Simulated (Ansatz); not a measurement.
**A computed series for MoS2: response to strain**

Take MoS$_{2}$ (space group P6_3/mmc, No. 194; a = 3.109 Å, c = 11.709 Å; layered, stacked along the Cartesian z axis) as the base. Axes: x lies along a and z along c of the hexagonal cell.

Strains are applied to the cell and any free atomic positions relax.

Calculations: plane-wave PAW DFT at the PBEsol-D3(BJ) level (Ansatz, a first-principles code, 420 eV), scalar-relativistic without spin-orbit coupling.

Notes on the quantities. pressure: mean of the normal stresses, compression positive.

| change | gap character | pressure | largest internal atomic displacement |
|---|---|---|---|
| base | – | 0.00 GPa | – |
| tensor shear ε_xz = +1.00 % | indirect, Γ → k = (1/3, -0.167, 0) in the run's primitive reciprocal basis | 0.03 GPa | … |
| tensor shear ε_xz = +1.33 % | indirect, Γ → k = (1/3, -0.167, 0) in the run's primitive reciprocal basis | 0.08 GPa | 0.039 Å |
| tensor shear ε_xz = +1.67 % | indirect, Γ → k = (1/3, -0.167, 0) in the run's primitive reciprocal basis | … | 0.050 Å |
| tensor shear ε_xz = +0.67 % | indirect, Γ → k = (0.167, 0.167, 0) in the run's primitive reciprocal basis | 0.02 GPa | … |
| tensor shear ε_xz = +2.00 % | indirect, Γ → k = (1/3, -0.167, 0) in the run's primitive reciprocal basis | … | 0.062 Å |
| tensor shear ε_xz = +0.33 % | indirect, Γ → k = (0.167, 0.167, 0) in the run's primitive reciprocal basis | 0.00 GPa | – |

Q: Complete the table.

A: 
- tensor shear ε_xz = +1.00 %, largest internal atomic displacement: 0.029 Å
- tensor shear ε_xz = +1.67 %, pressure: 0.12 GPa
- tensor shear ε_xz = +0.67 %, largest internal atomic displacement: 0.019 Å
- tensor shear ε_xz = +2.00 %, pressure: 0.17 GPa

No phonon test of stability was made. Labels are those of the standard path for the cell's own space group.
